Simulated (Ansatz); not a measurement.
Given:

```
CELL_PARAMETERS angstrom
      4.44928     0.00000     0.00000
      0.00000     4.44928     0.00000
      0.00000     0.00000     4.44928
ATOMIC_POSITIONS crystal
  Mg 0.50000 0.50000 0.00000
  Mg 0.00000 0.50000 0.50000
  Mg 0.50000 0.00000 0.50000
  Sn 0.00000 0.00000 0.00000
```

Computed with PBEsol, DFPT electron-phonon coupling, linearised Boltzmann equation (plane waves, PAW, scalar-relativistic; Ansatz, a quantum-chemistry and plane-wave program). Cell: relaxed with this functional, without spin-orbit coupling.

Question: What phonon-limited resistivity does this give at 50 K?

Answer: 0.60 μΩ·cm.

A metal at this level (no band gap). Only scattering by harmonic phonons is included (no impurities, grain boundaries, electron-electron scattering or thermal expansion). Spin-orbit coupling is left out. The run warned that the eigensolver left some states short of its tolerance. Halving the electron mesh (20x20x20) moves the resistivity by up to 15 % at 50 K. Smearing 0.20 eV; phonons on a 3x3x3 q mesh, which this run doesn't test.

Computed structure with no diffraction record at hand here (it may be known, metastable or hypothetical): Mg3Sn (Pm-3m).
